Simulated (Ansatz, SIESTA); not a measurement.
Code comparison for CoPdO2 (R-3m, 4 atoms in the cell)

Self-consistent single point, at a second geometry (lattice scaled by 0.98). First geometry:

```yaml
crystal:
  lattice:
    - [1.40220, 0.80956, 5.83504]
    - [-1.40220, 0.80956, 5.83504]
    - [0.00000, -1.61912, 5.83504]
  atoms:
    - { symbol: Co, position: [0.50000, 0.50000, 0.50000], spin: 3.0 }
    - { symbol: Pd, position: [0.00000, 0.00000, 0.00000] }
    - { symbol: O, position: [0.88753, 0.88753, 0.88753] }
    - { symbol: O, position: [0.11247, 0.11247, 0.11247] }
```
(The spins are starting values, not results.)

Shared settings, as Ansatz (a program for electronic structure) writes them: kpoints.mp_grid.grid = 9 9 9; scf.occupations.method = gaussian; scf.occupations.width = 0.01 Ry. Potentials and cutoffs stand in the table.

```
code                                                                                                                      model  ΔF from the first geometry (meV/atom)  pressure (GPa)  largest force (eV/Å)       cutoff
------  -----------------------------------------------------------------------------------------------------------------------  -------------------------------------  --------------  --------------------  -----------
SIESTA  GGA PBE, numerical atomic orbitals DZP, PseudoDojo PBE standard norm-conserving potentials (rewritten from UPF to PSML)                                   97.1           37.00                 0.276  grid 350 Ry
Ansatz                                                                                                           PBE, PAW files                                   86.8           33.60                 0.309      30.9 Ry
```

On Ansatz's run: the starting moments vanished: the run ended non-magnetic, which need not be the lowest state. The program warned that a starting moment was not kept.

The spread over the programs that give each value: ΔF from the first geometry within 10.3 meV/atom; pressure within 3.40 GPa; largest force within 0.033 eV/Å.

SIESTA uses small atom-centred bases, whose incompleteness enters pressures, forces and empty levels differently from a plane-wave cutoff. Ansatz's pressure is given at a fixed set of plane waves, as the other plane-wave codes print theirs; with its correction for the finite basis it is 34.06 GPa (the shift of 0.45 GPa shows how far the cutoff is from converged).

The starting cell comes from a database of computed structures (which also holds hypothetical and non-ambient phases and stackings), without a prior relaxation at this level. Its lattice was rescaled by a random factor within 2.5 % of one. For this run, on top of that: lattice scaled by 0.98.

Keys are those of Ansatz 0.2.
